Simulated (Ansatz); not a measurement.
Data:

```
CELL_PARAMETERS angstrom
      0.00000     2.69906     2.69906
      2.69906     0.00000     2.69906
      2.69906     2.69906     0.00000
ATOMIC_POSITIONS crystal
  Ga 0.00000 0.00000 0.00000
  P  0.25000 0.25000 0.25000
```

Calculation: PBEsol with spin-orbit coupling, rigid bands (plane waves, PAW; Ansatz, an electronic-structure program). Condition of this run: hydrostatic pressure 2 GPa (the target of the relaxation). Cell: cell and atoms relaxed with PBEsol, then loaded as said.

Question: What conductivity effective mass do dilute holes have at 300 K?

Answer: 0.47 mₑ.

Question: Predict the electron conductivity mass (n e² τ/σ) at 300 K, by direction if it differs.

Answer: 0.35 mₑ.

Question: And the band gap?

Answer: 1.38 eV at this level; semilocal functionals usually fall short of the measured gap.

Rigid bands, one relaxation time for all states, no polarons.
